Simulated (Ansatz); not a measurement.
The starting structures come from a database of crystals and need not be the phases stable at ambient conditions.

Input:

```
CELL_PARAMETERS angstrom
      7.50146     0.00000     0.00000
      1.65788     7.31597     0.00000
      3.60574     2.88006     2.39838
ATOMIC_POSITIONS crystal
  Rb 0.66667 0.33333 0.28090
  Rb 0.33333 0.66667 0.71910
  Pt 0.00000 0.00000 0.00000
  C  0.00000 0.00000 0.62206
  C  0.00000 0.00000 0.37794
```

Space group of this cell: P-3m1. The cell is taken as given; by PBEsol its mean pressure is -0.6 GPa.

Transport runs along the normal of the first two printed cell vectors, the (111) plane of the conventional cell.

The gap is the functional's own, uncorrected, and κ follows it; spin-orbit coupling is left out. Mid-gap values are interpolated between the computed energies.

**Question.** Give the band gap and the smallest decay constant κ at mid-gap that PBEsol run with Ansatz (an electronic-structure program) yields.

**Answer.** Gap 1.05 eV on a 12×12×12 mesh; κ = 0.166 1/Å, at the zone centre.
